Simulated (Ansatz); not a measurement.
Start from ZnCu₂SnSe₄ (space group I-4, No. 82).

ZnCu2SnSe4 has the tetragonal space group I-4 (No. 82), Pearson symbol tI16. Cell: a = b = 5.764 Å, c = 11.526 Å, α = β = γ = 90.00°. Cu1 on 2a sees 4 Se at 2.438 Å (tetrahedral). Cu2 on 2c is surrounded by 4 Se at 2.433 Å (tetrahedral). Zn on 2d sees 4 Se at 2.496 Å (tetrahedral). Sn on 2b sees 4 Se at 2.626 Å (tetrahedral). Se on 8g is surrounded by 2 Cu at 2.433–2.438 Å and 1 Zn at 2.496 Å and 1 Sn at 2.626 Å (tetrahedral). (Neighbours: up to the widest gap in distance over summed covalent radii, below 1.35, at either atom; cation-cation and far metal-metal contacts left out.)
(The calculation used a cell of 8 atoms; values per cell refer to that cell.)

Level of theory: Kohn–Sham DFT with the PBE functional, run in Ansatz (a quantum-chemistry and plane-wave program) with PAW and 420 eV plane waves, spin-orbit coupling left out, earlier PAW set.

Before the change:

```
Quantity            Value
---------------  --------
Volume per atom  23.93 Å³
```

The change: Be takes the place of Sn on all its sites, then cell and atoms are relaxed.

Tabulated Pauling electronegativity and covalent radius: Sn 1.96, 1.39 Å; Be 1.57, 0.96 Å.

Question: What does the calculation give for the volume per atom after the change?

Answer: The volume per atom shrinks by 3.38 Å³ (23.93 Å³ → 20.55 Å³).

No phonon test of stability was made. As relaxed here, BeZnCu2Se4 is a hypothetical phase, not in the database extracts checked. The final runs are not spin-polarised.
